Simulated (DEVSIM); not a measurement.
**InP/In0.53Ga0.47As p-n heterojunction**

Structure: InP/In0.53Ga0.47As p-n heterojunction, at 250 K.

| layer (left to right) | material | thickness (μm) | Nd (cm⁻³) | Na (cm⁻³) | τn (s) | τp (s) |
|---|---|---|---|---|---|---|
| 1 | InP | 0.100 | - | 1.5e18 | 3.8e-10 | 3.8e-10 |
| 2 | In0.53Ga0.47As | 0.610 | 3.3e15 | - | 3.8e-10 | 3.8e-10 |

Left contact: ohmic. Right contact: ohmic. Voltage is applied to the left contact. Recombination: SRH at mid-gap, radiative. Mobility is μmin + (μ − μmin)/(1 + (N/Nref)^α).

Constants are typed, rounded textbook-type inputs, not results; the design itself was drawn at random and stands for no fabricated device. Values at 300 K; Nc and Nv go as T^1.5, mobilities as T to minus their exponent, the gap by Varshni's rule with the affinity fixed.

```csv
parameter,InP,In0.53Ga0.47As
gap (eV),1.344,0.74
affinity (eV),4.38,4.51
permittivity,12.5,13.9
Nc (cm⁻³),5.7e17,2.1e17
Nv (cm⁻³),1.1e19,7.7e18
μn (cm²/Vs),5200,12000
μp (cm²/Vs),170,300
"μn,min",400,300
"μp,min",10,10
"Nref,n",3e17,1.3e17
"Nref,p",4.9e17,4.9e17
αn,0.47,0.48
αp,0.62,0.4
T exponent of μn,2,1.6
T exponent of μp,2,1.6
B (cm³/s),1.2e-10,9.6e-11
Varshni α (eV/K),0.000363,0.00035
Varshni β (K),162,190
```

Simulated with DEVSIM: 1D drift-diffusion, Boltzmann statistics, complete ionisation; no tunnelling, impact ionisation, image-force lowering or self-heating. Band offsets follow the typed affinities; no thermionic-emission limit at abrupt steps, no polarisation charge.

The potential step across the device at zero bias is 1.109 V and the largest field in the device at zero bias comes out as 410000 V/cm. The dark forward voltage at 1 A/cm² is 0.459 V and the dark forward voltage at 100 A/cm² comes out as 0.699 V.

Dark forward current:

(V (V), J (A/cm²)): (0.05, 6.2e-5); (0.10, 0.00026); (0.20, 0.0034); (0.25, 0.012); (0.30, 0.039); (0.40, 0.31); (0.45, 0.84); (0.50, 2.2); (0.55, 5.9); (0.65, 41); (0.70, 100); (0.75, 240); (0.85, 1200); (0.90, 2500)
